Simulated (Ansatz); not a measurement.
Model: Si(111) 1x1 surface, 6 top atoms, 3 bilayers, bottom bilayer H-capped and fixed, every top atom capped by H; cell 11.5 x 6.6 Å; two neighbouring H replaced by OH; about 7 Å thick over the host's atoms, 18 atoms held. Method: PBE-D3(BJ) (plane waves to 420 eV, PAW; Ansatz, a quantum-chemistry and plane-wave program). Sampling: 1x2x1 k points. The slab states were run without spin polarisation. Results hold for this slab, coverage and mesh. Each barrier is the saddle point's height over the relaxed start (climbing-image NEB, finished by a saddle search where needed); no vibrational corrections are included. A partial Hessian shows a single imaginary mode at the top, within the atoms moved. The ends were relaxed from one prepared geometry each.

Structure at the top of the path for: H2O attacks the fragment of BH3 (twice exchanged) and H2 forms, starting from the surface left by an earlier step (the surface fragment of BH3 exchanges a second ligand with a neighbouring O-H group), after H2 has left.

```
CELL_PARAMETERS angstrom
     11.50074     0.00000     0.00000
      0.00000     6.63995     0.00000
      0.00000     0.00000    27.00000
ATOMIC_POSITIONS crystal
  Si 0.00110 0.00657 0.35324
  Si 0.18047 0.50521 0.35133
  Si 0.16720 0.17100 0.32344
  Si 0.00404 0.66709 0.32869
  Si 0.16613 0.16958 0.23678
  Si 0.00110 0.66662 0.24021
  Si 0.99941 0.33576 0.20874
  Si 0.16373 0.83649 0.20770
  Si 0.00000 0.33333 0.12170
  Si 0.16667 0.83333 0.12170
  Si 0.16667 0.50000 0.09271
  Si 0.00000 0.00000 0.09271
  H  0.16670 0.50026 0.03704
  H  0.00001 0.00026 0.03704
  H  0.00213 0.01635 0.40892
  Si 0.33341 0.99954 0.34925
  Si 0.48646 0.50532 0.35160
  Si 0.49979 0.17112 0.32370
  Si 0.33363 0.67712 0.31484
  Si 0.50058 0.16952 0.23697
  Si 0.33327 0.67137 0.23055
  Si 0.33343 0.33216 0.20769
  Si 0.50288 0.83655 0.20774
  Si 0.33333 0.33333 0.12170
  Si 0.50000 0.83333 0.12170
  Si 0.50000 0.50000 0.09271
  Si 0.33333 0.00000 0.09271
  H  0.50003 0.50026 0.03704
  H  0.33334 0.00026 0.03704
  H  0.33294 0.98290 0.40478
  Si 0.66580 0.00647 0.35352
  Si 0.83346 0.50115 0.35466
  Si 0.83331 0.16927 0.32477
  Si 0.66281 0.66723 0.32882
  Si 0.83332 0.16748 0.23784
  Si 0.66547 0.66655 0.24031
  Si 0.66718 0.33576 0.20877
  Si 0.83324 0.83136 0.20994
  Si 0.66667 0.33333 0.12170
  Si 0.83333 0.83333 0.12170
  Si 0.83333 0.50000 0.09271
  Si 0.66667 0.00000 0.09271
  H  0.83336 0.50026 0.03704
  H  0.66667 0.00026 0.03704
  H  0.66518 0.01630 0.40913
  H  0.83369 0.49408 0.41034
  O  0.44241 0.50410 0.41077
  O  0.22351 0.50200 0.41089
  B  0.33360 0.51564 0.43384
  H  0.33357 0.69035 0.46314
  O  0.33340 0.37789 0.48253
  H  0.32963 0.56346 0.48746
  H  0.25443 0.32613 0.48589
```

| Quantity | Value |
|---|---|
| Forward barrier | 0.97 eV |
| Backward barrier | 1.90 eV |
| Steps of the saddle search | 10 |
| Barrier without the D3 term at these geometries | 0.94 eV |
| Cost of this run | about 26 core-minutes (a rough figure) |

Here BH3 is the monomer.
